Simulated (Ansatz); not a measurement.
A computed series for NiO: response to strain

The parent structure is NiO in the rock salt structure (space group Fm-3m, No. 225; ferromagnetic).

```xyz
2
Lattice="0.0000 2.0953 2.0953 2.0953 0.0000 2.0953 2.0953 2.0953 0.0000" Properties=species:S:1:pos:R:3 pbc="T T T"
O      0.0000     0.0000     0.0000
Ni     2.0953     2.0953     2.0953
```

Cartesian axes are those of the cell as printed.

Strains are applied to the cell and any free atomic positions relax; under biaxial strain the out-of-plane vector relaxes too.

Computed with Kohn–Sham DFT with the r2SCAN functional, run in Ansatz (a program for electronic structure) with PAW and 500 eV plane waves, no SOC, earlier PAW set.

Candidates:
(a) tensor shear ε_xz = −3.25 %
(b) isotropic strain +2.41 %
(c) strain tensor (xx, yy, zz, yz, xz, xy) = (+1.33, −1.05, −0.44, −0.56, +0.22, +0.97) %
(d) biaxial strain +0.57 %, plane normal [001], relaxed out of plane

Before the change:

| Property | Result |
|---|---|
| Band gap | 0.85 eV |

Order them by band gap, highest first.

(b) isotropic strain +2.41 % (1.07 eV), (d) biaxial strain +0.57 %, plane normal [001], relaxed out of plane (0.83 eV), (a) tensor shear ε_xz = −3.25 % (0.80 eV), (c) strain tensor (xx, yy, zz, yz, xz, xy) = (+1.33, −1.05, −0.44, −0.56, +0.22, +0.97) % (0.70 eV)

Stability against distortions was not tested. No Hubbard U is applied and the magnetic state is the run's own (NiO ferromagnetic); other magnetic orders, which need larger cells, were not tried and can change the gap. A gap here joins edges of opposite spin (a spin-flip gap). In its common phase, real NiO is an antiferromagnetic insulator at low temperature.
